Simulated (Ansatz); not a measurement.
Effect of tensor shear ε_xy = +0.57 % on Mg2Ge

The reference is Mg₂Ge in the anti-fluorite structure (space group Fm-3m, No. 225; a = 6.286 Å). Axes: x, y, z lie along the cube axes.

Perturbation: tensor shear ε_xy = +0.57 % (engineering shear γ = 0.0114); the atoms relax in the strained cell.

Calculations: LDA (Ansatz, a first-principles code), scalar-relativistic without spin-orbit coupling. Γ-centred 13×13×13 mesh, Fermi–Dirac width 0.05 eV.

```csv
quantity,base,changed,shift
space group,Fm-3m (No. 225),Immm (No. 71),–
shortest interatomic distance,2.722 Å,2.714 Å,-0.008 Å
energy relative to the base (free energy F),0 meV/atom,+0.4 meV/atom,+0.4 meV/atom
"pressure (mean of the normal stresses, compression positive)",0.00 GPa,0.01 GPa,+0.01 GPa
band gap,0.10 eV,0.06 eV,-0.046 eV
gap character,–,"indirect, Γ → X",–
smallest direct gap,1.16 eV,1.12 eV,-0.04 eV
"valence-band top at Γ (three highest levels, from the VBM)","0.00, 0.00, 0.00 eV","0.00, -0.04, -0.07 eV",–
"stress (xx, yy, zz, yz, xz, xy; compression positive)",–,"(0.01, 0.01, 0.00, 0.00, 0.00, -0.53) GPa",–
```

No phonon test of stability was made. The zero or small gap of Mg2Ge can change with the level of theory. k-point labels follow each cell's own Brillouin zone.
